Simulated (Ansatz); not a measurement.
Start from C in the diamond structure (space group Fd-3m, No. 227; a = 3.532 Å). Axes: x, y, z lie along the cube axes.

Computed with LDA, PAW, 420 eV (Ansatz, an electronic-structure program; spin-orbit coupling left out).

Strains are applied to the cell and any free atomic positions relax; under biaxial strain the out-of-plane vector relaxes too.

One change was made to it. Results:

| quantity | base | after |
|---|---|---|
| smallest direct gap | 5.62 eV | 5.30 eV |
| energy relative to the base (free energy F) | 0 meV/atom | +13 meV/atom |
| pressure (mean of the normal stresses, compression positive) | 0.00 GPa | 15.85 GPa |

What was done to the base?
A) biaxial strain −0.42 %, plane normal [111], relaxed out of plane
B) biaxial strain +2.50 %, plane normal [111], relaxed out of plane
C) biaxial strain −0.83 %, plane normal [111], relaxed out of plane
D) biaxial strain −1.67 %, plane normal [111], relaxed out of plane

D, biaxial strain −1.67 %, plane normal [111], relaxed out of plane. For comparison, the energy relative to the base in the other runs: biaxial strain −0.42 %, plane normal [111], relaxed out of plane gives +0.9 meV/atom; biaxial strain +2.50 %, plane normal [111], relaxed out of plane gives +27 meV/atom; biaxial strain −0.83 %, plane normal [111], relaxed out of plane gives +3.3 meV/atom.

Stability against distortions was not tested.
